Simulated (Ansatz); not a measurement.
Density of states of BaMg$_{2}$Pb$_{2}$ (P4/nmm) near the Fermi level, PBEsol, rigid bands in Ansatz (an electronic-structure program).

(E − E_F (eV), states/eV/cell): (-1.95, 4.69); (-1.85, 4.28); (-1.75, 4.37); (-1.65, 4.59); (-1.55, 6.48); (-1.45, 8.72); (-1.35, 9.29); (-1.25, 8.70); (-1.15, 8.58); (-1.05, 8.58); (-0.95, 7.54); (-0.85, 6.38); (-0.75, 5.67); (-0.65, 5.22); (-0.55, 4.61); (-0.45, 4.41); (-0.35, 5.18); (-0.25, 4.05); (-0.15, 2.95); (-0.05, 2.29); (0.05, 1.96); (0.15, 1.80); (0.25, 1.69); (0.35, 1.03); (0.45, 1.06); (0.55, 1.23); (0.65, 1.99); (0.75, 3.55); (0.85, 4.72); (0.95, 7.22); (1.05, 6.02); (1.15, 5.06); (1.25, 5.13); (1.35, 5.91); (1.45, 5.65); (1.55, 5.91); (1.65, 7.37); (1.75, 8.98); (1.85, 9.32); (1.95, 8.22)

With 10 atoms a cell, what bare Sommerfeld coefficient γ = (π²/3) k_B² N(E_F) follows?

N(E_F) ≈ 2.1 states/eV a cell at 300 K, so γ ≈ 0.50 mJ/(mol of atoms·K²), before electron-phonon enhancement.

How far does the Fermi level move in a rigid band for 0.1 electron a cell added or removed?

49 meV and -45 meV.

A metal at this level (no band gap); rigid bands, thermally averaged at 300 K, both spins. Spin-orbit coupling is left out, which matters with elements this heavy. Geometry: cell and atoms relaxed with PBEsol.

Formula and space group known from diffraction (Crystallography Open Database), not checked to be the room-temperature form: BaMg2Pb2 (P4/nmm).
